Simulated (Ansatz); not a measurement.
# C under load (space group P6_3/mmc): band-edge transport data

Input:

```
CELL_PARAMETERS angstrom
      2.40127     0.00000     0.00000
     -1.20063     2.07956     0.00000
      0.00000     0.00000     4.00345
ATOMIC_POSITIONS crystal
  C  0.33333 0.66667 0.00076
  C  0.66667 0.33333 0.50076
  C  0.33333 0.66667 0.37424
  C  0.66667 0.33333 0.87424
```

Computed with r2SCAN, rigid bands (plane waves, PAW, scalar-relativistic; Ansatz, a program for electronic structure). Condition of this run: hydrostatic pressure of 66 GPa (compression positive) (the target of the relaxation). How the cell was made: cell and atoms relaxed with PBEsol, then loaded as said.

```json
{
 "band_gap": "3.05 eV",
 "electron conductivity mass (300 K, dilute)": "0.43 (x), 0.43 (y), 0.25 (z) mₑ",
 "hole conductivity mass (300 K, dilute)": "0.43 (x), 0.43 (y), 0.60 (z) mₑ",
 "effective density of states N_c (300 K)": "1.1e19 cm⁻³",
 "effective density of states N_v (300 K)": "1.7e19 cm⁻³",
 "density_of_states_mass_electrons": "0.57 mₑ",
 "density_of_states_mass_holes": "0.76 mₑ",
 "Seebeck coefficient, n-type 1e19 cm⁻³, 300 K": "-230 μV/K",
 "best n-type power factor at 300 K for τ = 10 fs (best axis; densities from 1e16 to 1e21 cm⁻³ tried, whether or not they can be reached)": "7.2 μW/(cm·K²) at 3e19 cm⁻³",
 "Seebeck coefficient, p-type 1e19 cm⁻³, 300 K": "263 μV/K",
 "best p-type power factor at 300 K for τ = 10 fs (best axis; densities from 1e16 to 1e21 cm⁻³ tried, whether or not they can be reached)": "6.3 μW/(cm·K²) at 1e20 cm⁻³"
}
```

Rigid bands; masses and Seebeck coefficients take one relaxation time τ for all states and one kind of carrier; polarons and phonon drag are left out. Spin-orbit coupling is left out. Geometry: cell and atoms relaxed with PBEsol.
